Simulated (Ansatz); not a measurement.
Seebeck coefficient (μV/K, mean over directions) of n-type CsPbBr₃ (Pm-3m) against carrier density, r2SCAN with spin-orbit coupling, rigid bands run with Ansatz (an electronic-structure program). Computed gap 0.76 eV; densities at which minority carriers matter at this gap, or further valleys turn the trend, are left out. Conductivity mass 0.150 mₑ (harmonic mean over directions), N_c = 1.4e18 cm⁻³ at 300 K.

```tsv
electron density	300 K	500 K
1e16 cm⁻³	-632	-706
1e17 cm⁻³	(withheld)	-507
1e18 cm⁻³	-242	-312
3e18 cm⁻³	-160	-224
1e19 cm⁻³	-90	-140
3e19 cm⁻³	-51	-85
1e20 cm⁻³	-31	-51
3e20 cm⁻³	-22	(withheld)
1e21 cm⁻³	(withheld)	-31
```

Task: Complete the blanks.

Result: 
- 1e17 cm⁻³, 300 K: -434
- 3e20 cm⁻³, 500 K: -38
- 1e21 cm⁻³, 300 K: -20

Rigid bands with a gap fixed in temperature, one relaxation time for all states, no polarons or phonon drag, and whether or not such doping can be reached.

CsPbBr3 (Pm-3m): a high-temperature phase held by its symmetry.
